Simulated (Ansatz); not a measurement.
## Response to strain in Be

Base system: Be in the hcp (Mg type) structure (space group P6_3/mmc, No. 194; relaxed with 0.1 eV smearing).

```
CELL_PARAMETERS angstrom
      2.26274     0.00000     0.00000
     -1.13137     1.95959     0.00000
      0.00000     0.00000     3.56641
ATOMIC_POSITIONS crystal
  Be 0.66667 0.33333 0.75000
  Be 0.33333 0.66667 0.25000
```

Cartesian axes are those of the cell as printed.

Strains are applied to the cell and any free atomic positions relax; under biaxial strain the out-of-plane vector relaxes too.

Method: PBE (Ansatz, an electronic-structure program; PAW; 420 eV plane waves; no spin-orbit coupling).

Notes on the quantities. in-plane stress: mean in-plane stress (compression positive).

```csv
case,in-plane stress,volume per atom
base,–,7.91 Å³
"biaxial strain −3.00 %, plane normal [001], relaxed out of plane",+11.9 GPa,7.45 Å³
"biaxial strain −2.50 %, plane normal [001], relaxed out of plane",+9.7 GPa,7.52 Å³
"biaxial strain −1.50 %, plane normal [001], relaxed out of plane",+5.5 GPa,7.68 Å³
"biaxial strain −1.00 %, plane normal [001], relaxed out of plane",+3.6 GPa,7.75 Å³
"biaxial strain −0.50 %, plane normal [001], relaxed out of plane",+1.7 GPa,7.83 Å³
"biaxial strain +1.00 %, plane normal [001], relaxed out of plane",…,…
"biaxial strain +1.50 %, plane normal [001], relaxed out of plane",-4.8 GPa,8.14 Å³
"biaxial strain +2.00 %, plane normal [001], relaxed out of plane",-6.2 GPa,8.21 Å³
"biaxial strain +2.50 %, plane normal [001], relaxed out of plane",-7.6 GPa,8.29 Å³
```

Q: Fill in the withheld entries from the trend.

A: 
- biaxial strain +1.00 %, plane normal [001], relaxed out of plane, in-plane stress: -3.3 GPa
- biaxial strain +1.00 %, plane normal [001], relaxed out of plane, volume per atom: 8.06 Å³

Whether these cells are dynamically stable was not tested.
